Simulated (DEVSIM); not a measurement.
System: Schottky contact on p-type GaAs, at 350 K.

Layer 1 from the left is GaAs, thickness (μm) 0.440, Na (cm⁻³) 1.8e16, τn (s) 5.4e-8, τp (s) 5.4e-8. Layer 2 from the left is GaAs, thickness (μm) 20.0, Na (cm⁻³) 2.8e18, τn (s) 5.4e-8, τp (s) 5.4e-8.

Left contact: Schottky, work function 4.994 eV, emission velocity 2.6e6 cm/s. Right contact: ohmic. Voltage is applied to the left contact. Recombination: SRH at mid-gap. Mobility is μmin + (μ − μmin)/(1 + (N/Nref)^α).

The device is made up for the run: typed textbook-type constants, with dimensions and the other settings drawn at random. Values at 300 K; Nc and Nv go as T^1.5, mobilities as T to minus their exponent, the gap by Varshni's rule with the affinity fixed.

GaAs: gap (eV) 1.424, affinity (eV) 4.07, permittivity 12.9, Nc (cm⁻³) 4.7e17, Nv (cm⁻³) 9e18, μn (cm²/Vs) 8500, μp (cm²/Vs) 400, μn,min 500, μp,min 20, Nref,n 6e16, Nref,p 1.5e17, αn 0.39, αp 0.38, T exponent of μn 2.1, T exponent of μp 2.2, Varshni α (eV/K) 0.000541, Varshni β (K) 204.

DEVSIM, 1D drift-diffusion, Boltzmann statistics, complete ionisation; no tunnelling, impact ionisation, image-force lowering or self-heating. Metal contacts follow the ideal Schottky-Mott rule: no Fermi-level pinning, no interface dipoles.

What does the simulation give for the dark forward voltage at 100 A/cm², the potential step across the device at zero bias?

dark forward voltage at 100 A/cm² 0.182 V; potential step across the device at zero bias 0.435 V.
